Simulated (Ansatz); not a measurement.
Faces of fluorite-type CoSi2 in 1x1 cells, as slabs relaxed from ideal cuts; for each face the lowest of the symmetric, stoichiometric cuts and spin starts that were computed. The slabs keep the symmetry of their cuts; real faces may buckle, or reconstruct in larger cells. No spin-orbit coupling, no Hubbard U.

These are PBE (plane waves to 420 eV, PAW; Ansatz, a quantum-chemistry and plane-wave program) values and carry that method's errors.

```
face   cell area (Å²)  outermost plane spacing of the ideal cut (Å)  γ unrelaxed (J/m²)  γ relaxed (J/m²)  work function, top face (eV)
-----  --------------  --------------------------------------------  ------------------  ----------------  ----------------------------
(110)           20.31                                          1.90                1.71              1.68                          4.89
(111)           12.44                                          0.77                1.51               ___                          4.99
(211)           35.19                                          1.09                1.94               ___                          4.83
```

### Question
What belongs in the gaps?

### Answer

- (111), γ relaxed (J/m²): 1.46
- (211), γ relaxed (J/m²): 1.88
